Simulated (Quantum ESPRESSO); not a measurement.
Worked example: self-consistent single point of a (001) slab of Se (cut from a parent of space group no. 152; 3 atoms in the cell) in Quantum ESPRESSO.

Computed with LDA (PZ), PSlibrary PAW (LDA) pseudopotentials (plane waves; Quantum ESPRESSO 7.5).

```xyz
3
Lattice="4.3831 0.0000 0.0000 -2.1916 3.7959 0.0000 0.0000 0.0000 17.3099" Properties=species:S:1:pos:R:3 pbc="T T T"
Se    -0.4931     0.8541     8.6549
Se     1.6985     2.9418    10.3099
Se     0.9862     0.0000     7.0000
```

Reference input (self-consistent single point, DFT, LDA (PZ), plane waves, PSlibrary PAW (LDA) pseudopotentials): ecutwfc = 30 Ry; ecutrho = 180 Ry; occupations = smearing; smearing = fd; degauss = 0.000734986 Ry; mixing_mode = local-TF; potentials = {Se: Se.pz-n-kjpaw_psl.1.0.0.UPF}; K_POINTS = automatic 3 3 1 0 0 0; conv_thr = 1e-10 Ry; mixing_beta = 0.3. This run's input differs from it in these lines:

```diff
@@ -13,4 +13,4 @@
   ntyp = 1
-  ecutwfc = 30
-  ecutrho = 180
+  ecutwfc = 26
+  ecutrho = 156
   occupations = 'smearing'
```

Output, abridged:

```
     Self-consistent Calculation

     iteration #  1     ecut=    26.00 Ry     beta= 0.30

---- Real-time Memory Report at c_bands before calling an iterative solver
           104 MiB given to the printing process from OS
            41 MiB allocation reported by mallinfo(arena+hblkhd)
------------------

     Threshold (ethr) on eigenvalues was too large:
     Diagonalizing with lowered threshold

---- Real-time Memory Report at c_bands before calling an iterative solver
           114 MiB given to the printing process from OS
            44 MiB allocation reported by mallinfo(arena+hblkhd)
------------------

   [... lines left out ...]
           128 MiB given to the printing process from OS
            60 MiB allocation reported by mallinfo(arena+hblkhd)
------------------

     negative rho (up, down):  1.728E-04 0.000E+00

     total energy              =    -548.53874520 Ry
     estimated scf accuracy    <          3.6E-10 Ry

     iteration # 18     ecut=    26.00 Ry     beta= 0.30

---- Real-time Memory Report at c_bands before calling an iterative solver
           128 MiB given to the printing process from OS
            60 MiB allocation reported by mallinfo(arena+hblkhd)
------------------

     negative rho (up, down):  1.718E-04 0.000E+00
     End of self-consistent calculation

     the Fermi energy is    -3.1644 ev

!    total energy              =    -548.53875159 Ry
     estimated scf accuracy    <          3.8E-11 Ry
     smearing contrib. (-TS)   =      -0.00000004 Ry
     internal energy E=F+TS    =    -548.53875155 Ry

      -> PAW hartree energy AE =      29.04087310 Ry
      -> PAW hartree energy PS =     -28.92541830 Ry
      -> PAW xc energy AE      =    -505.51667991 Ry
      -> PAW xc energy PS      =      16.36416042 Ry
      -> total E_H with PAW    =      97.96514234 Ry
      -> total E_XC with PAW   =    -507.96435557 Ry

     convergence has been achieved in  18 iterations

     negative rho (up, down):  1.718E-04 0.000E+00

     Forces acting on atoms (cartesian axes, Ry/au):

   [... lines left out ...]
     Total force =     0.087386     Total SCF correction =     0.000006
   [... lines left out ...]

     negative rho (up, down):  1.718E-04 0.000E+00
          total   stress  (Ry/bohr**3)                   (kbar)     P=      -22.67
  -0.00016266   0.00000609  -0.00000148          -23.93        0.90       -0.22
   0.00000609  -0.00016969  -0.00000086            0.90      -24.96       -0.13
  -0.00000148  -0.00000086  -0.00012998           -0.22       -0.13      -19.12

   JOB DONE.
```

The run converged in 18 iterations. Against the reference run the free energy goes up by 1.9 meV/atom, the largest force hardly changes (1.404 to 1.398 eV/Å) and the gap on the mesh stays at 0.239 eV.

The starting cell has typed, rounded lattice constants, without a prior relaxation at this level. The slab is cut from that crystal, and its faces are unrelaxed. Its lattice was rescaled by up to half a per cent. Spin polarisation is off, though cut faces can carry moments; a gap of a slab can lie between surface states. Forces in this geometry exceed 1 eV/Å.
